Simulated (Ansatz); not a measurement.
## Cu in the fcc (Cu type) structure (space group Fm-3m, No. 225)

```
CELL_PARAMETERS angstrom
      0.00000     1.78189     1.78189
      1.78189     0.00000     1.78189
      1.78189     1.78189     0.00000
ATOMIC_POSITIONS crystal
  Cu 0.00000 0.00000 0.00000
```

Method: Kohn–Sham DFT with the PBEsol functional, run in Ansatz (a first-principles code) with PAW and 420 eV plane waves, no SOC. Γ-centred 22×22×22 mesh, Fermi–Dirac width 0.05 eV.

| Property | Value |
|---|---|
| Volume per atom | 11.32 Å³ |
| Density | 9.33 g/cm³ |
| Band gap | zero |
| Total energy | -6588.774 eV/atom (σ→0; compares only within this code and set-up) |

No phonon test of stability was made. All final runs are without spin polarisation.
